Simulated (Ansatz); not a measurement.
tetragonal WSi2 (0 0 1) on rock-salt PbTe (0 0 1) (film strained to the substrate, started from cuts of the bulks and a machine-learned relaxation; slabs Pb4Te4 and W8Si12, which can lie off the formulas)

A periodic stack without vacuum, tetragonal WSi2 (0 0 1) on rock-salt PbTe (0 0 1) (film strained to the substrate, started from cuts of the bulks and a machine-learned relaxation; slabs Pb4Te4 and W8Si12, which can lie off the formulas): substrate slab Pb4Te4, film W8Si12, surface cells [[1, 0], [1, 1]] and [[-1, 1], [-1, -1]], film strained by +1.7 and +1.7 %, outermost planes PbTe/PbTe and W/W as cut, which need not be the usual terminations and can put a slab off its formula.

The start was prepared with a machine-learned potential, and the result is one local minimum, with the in-plane cell held and forces under 0.04 eV/Å; the film can end far from its bulk form.

Level of theory: PBE (plane waves to 420 eV, PAW; Ansatz, a program for electronic structure). Scalar-relativistic, without spin–orbit coupling; the runs are not spin-polarised. Its k-point mesh 7×7×1, Fermi–Dirac width 0.05 eV.

- interface area: 21.6 Å²
- period: 25.87 Å
- heights between the nearest atoms of the two slabs at the two interfaces: 1.78 and 1.77 Å
- Pb–W contacts across the interfaces within 1.22 times the sum of covalent radii: 8, mean 3.19 Å
- Te–W contacts across the interfaces within 1.22 times the sum of covalent radii: 8, mean 2.93 Å
- Si–Te contacts across the interfaces within 1.22 times the sum of covalent radii: 2, mean 3.00 Å

```yaml
crystal:
  lattice:
    - [4.64596, -0.00018, 0.07439]
    - [-0.00058, 4.64638, 0.04715]
    - [2.36155, -0.89858, 25.90002]
  atoms:
    - { symbol: Pb, position: [0.20574, 0.05310, 0.17286] }
    - { symbol: Pb, position: [0.31997, 0.56605, 0.04240] }
    - { symbol: Pb, position: [0.69043, 0.98140, 0.42396] }
    - { symbol: Pb, position: [0.63370, 0.56544, 0.28918] }
    - { symbol: Te, position: [0.71861, 0.55388, 0.17154] }
    - { symbol: Te, position: [0.82910, 0.06301, 0.02663] }
    - { symbol: Te, position: [0.18249, 0.48543, 0.43966] }
    - { symbol: Te, position: [0.14753, 0.06840, 0.29093] }
    - { symbol: W, position: [0.54827, 0.01253, 0.65693] }
    - { symbol: W, position: [0.04780, 0.51245, 0.65785] }
    - { symbol: W, position: [0.63781, 0.49142, 0.50857] }
    - { symbol: W, position: [0.13648, 0.99270, 0.50831] }
    - { symbol: Si, position: [0.61081, 0.99776, 0.55230] }
    - { symbol: Si, position: [0.10940, 0.49894, 0.55578] }
    - { symbol: Si, position: [0.57830, 0.50497, 0.60635] }
    - { symbol: Si, position: [0.07801, 0.00513, 0.60628] }
    - { symbol: W, position: [0.36880, 0.05440, 0.95771] }
    - { symbol: W, position: [0.86838, 0.55396, 0.95807] }
    - { symbol: Si, position: [0.51796, 0.51933, 0.70747] }
    - { symbol: Si, position: [0.01804, 0.01919, 0.70723] }
    - { symbol: Si, position: [0.48725, 0.02655, 0.75891] }
    - { symbol: Si, position: [0.98721, 0.52648, 0.75913] }
    - { symbol: W, position: [0.45724, 0.53362, 0.80943] }
    - { symbol: W, position: [0.95775, 0.03341, 0.80851] }
    - { symbol: Si, position: [0.42704, 0.04072, 0.86004] }
    - { symbol: Si, position: [0.92714, 0.54060, 0.86009] }
    - { symbol: Si, position: [0.39482, 0.54837, 0.91408] }
    - { symbol: Si, position: [0.89698, 0.04758, 0.91044] }
```
